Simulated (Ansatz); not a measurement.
The starting structures come from a database of crystals and need not be the phases stable at ambient conditions.

# Evanescent states of Cs2H6Pt (Fm-3m, not sure to be the ambient phase, 9 atoms a cell, 20.1 Å³ an atom) along the normal of (111)

Calculation: r2SCAN (plane waves, PAW; Ansatz, a program for electronic structure).

The gap is the functional's own, uncorrected, and κ follows it; spin-orbit coupling is left out. Mid-gap values are interpolated between the computed energies.

Energies count from the valence-band top; κ is the least over a 6×6 mesh across the current.

```tsv
E (eV)	κ (1/Å)	where
0.10	0.202	off Γ
0.30	0.322	off Γ
0.50	0.388	off Γ
0.70	0.432	off Γ
0.90	0.464	off Γ
1.10	(withheld)	off Γ
1.30	(withheld)	Γ
1.50	(withheld)	Γ
1.70	(withheld)	Γ
1.90	(withheld)	Γ
2.10	(withheld)	Γ
2.30	(withheld)	Γ
2.50	(withheld)	Γ
2.70	0.432	Γ
2.90	(withheld)	Γ
3.10	(withheld)	Γ
3.30	0.386	Γ
3.50	0.367	Γ
3.70	0.346	Γ
3.90	0.294	off Γ
4.10	0.185	off Γ
```

Q: What belongs in the gaps?

A: 
- 1.10, κ (1/Å): 0.487
- 1.30, κ (1/Å): 0.493
- 1.50, κ (1/Å): 0.488
- 1.70, κ (1/Å): 0.482
- 1.90, κ (1/Å): 0.475
- 2.10, κ (1/Å): 0.466
- 2.30, κ (1/Å): 0.456
- 2.50, κ (1/Å): 0.445
- 2.90, κ (1/Å): 0.418
- 3.10, κ (1/Å): 0.403
